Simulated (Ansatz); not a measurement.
## SnTe: isotropic strain −2.00 %

Take SnTe in the rock salt structure (space group Fm-3m, No. 225; a = 6.370 Å) as the base.

One thing is altered: the cell is scaled by 0.9800 in all directions, atoms relaxed at fixed cell.

Computed with Ansatz (a first-principles code), r2SCAN, PAW, cutoff 500 eV, scalar-relativistic without spin-orbit coupling. Γ-centred 13×13×13 mesh, Fermi–Dirac width 0.05 eV.

The shortest interatomic distance drops by 0.064 Å to 3.121 Å and the energy rises by 17 meV/atom. The band gap falls by 0.07 eV, from 0.13 eV to 0.06 eV (uncertain: the Fermi level lies in a band; the changed cell).

Cost of the whole job for the changed cell (relaxation, final SCF and bands): very roughly 50 core-seconds.

Spin-orbit coupling, missing from the scalar runs, can matter with Te. No phonon test of stability was made. The zero or small gap of SnTe can change with the level of theory.
